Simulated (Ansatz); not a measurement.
## Ti2CdC, pressure series

The parent structure is Ti$_{2}$CdC (space group P6_3/mmc, No. 194; a cell from a computed database, its experimental status unchecked).

```
Ti2CdC
1.0
    3.06243     0.00000     0.00000
   -1.53121     2.65214     0.00000
    0.00000     0.00000    14.32742
Ti Cd C
4 2 2
Cartesian
  1.53121   0.88405   8.28558
  0.00000   1.76809   6.04184
  0.00000   1.76809   1.12187
  1.53121   0.88405  13.20555
  1.53121   0.88405   3.58186
  0.00000   1.76809  10.74557
  0.00000   0.00000   7.16371
  0.00000   0.00000   0.00000
```

Cell and atoms are relaxed at each pressure.

Computed with PBEsol/PAW in Ansatz (an electronic-structure program), without spin-orbit coupling.

Notes on the quantities. enthalpy: H = E + PV relative to the base's energy.

```tsv
case	lattice parameter a	c/a ratio	enthalpy
base	5.787 bohr	4.678	–
pressure 0.3 GPa	5.783 bohr	4.677	+0.03 eV/atom
pressure 0.7 GPa	(withheld)	4.675	+0.06 eV/atom
pressure 1.5 GPa	(withheld)	(withheld)	+0.14 eV/atom
pressure 3 GPa	(withheld)	4.666	+0.27 eV/atom
```

Fill in the withheld entries from the trend.


- pressure 0.7 GPa, lattice parameter a: 5.778 bohr
- pressure 1.5 GPa, lattice parameter a: 5.767 bohr
- pressure 1.5 GPa, c/a ratio: 4.672
- pressure 3 GPa, lattice parameter a: 5.749 bohr

Load acts through the strain it causes; cell and atoms are relaxed under it. Whether these cells are dynamically stable was not tested. The final runs are not spin-polarised.
